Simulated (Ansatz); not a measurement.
CdS (model structure, started from the BeO type, P4₂/mnm, No. 136, 8 atoms in the cell) was calculated with PBEsol (plane waves, PAW; Ansatz, a first-principles code).

Numerical settings: plane-wave cutoff 520 eV, 6×6×10 k mesh (along the axes of the cell as run), Fermi–Dirac smearing 0.01 eV, scalar-relativistic PAW data made under PBE.

Cell (relaxed at this level):

```yaml
crystal:
  lattice:
    - [7.08168, 0.00000, 0.00000]
    - [0.00000, 7.08168, 0.00000]
    - [0.00000, 0.00000, 4.14415]
  atoms:
    - { symbol: Cd, position: [0.32138, 0.67862, 0.00000] }
    - { symbol: Cd, position: [0.67862, 0.32138, 0.00000] }
    - { symbol: Cd, position: [0.82138, 0.82138, 0.50000] }
    - { symbol: Cd, position: [0.17862, 0.17862, 0.50000] }
    - { symbol: S, position: [0.31727, 0.31727, 0.00000] }
    - { symbol: S, position: [0.68273, 0.68273, 0.00000] }
    - { symbol: S, position: [0.18273, 0.81727, 0.50000] }
    - { symbol: S, position: [0.81727, 0.18273, 0.50000] }
```

Problem. Predict the band gap.

Solution. 
- band gap: 1.18 eV

Note: the relaxation could raise the start's symmetry but not lower it, so the cell can be a saddle point.

Spin–orbit coupling is not included.

Static lattice: no zero-point or thermal effects.

Cost on a shared machine: about 80 core-seconds (a rough figure).

A model structure was made by putting elements into a prototype or built by hand; it is no filed structure, need not be a known phase, and can be a saddle point held by its symmetry.
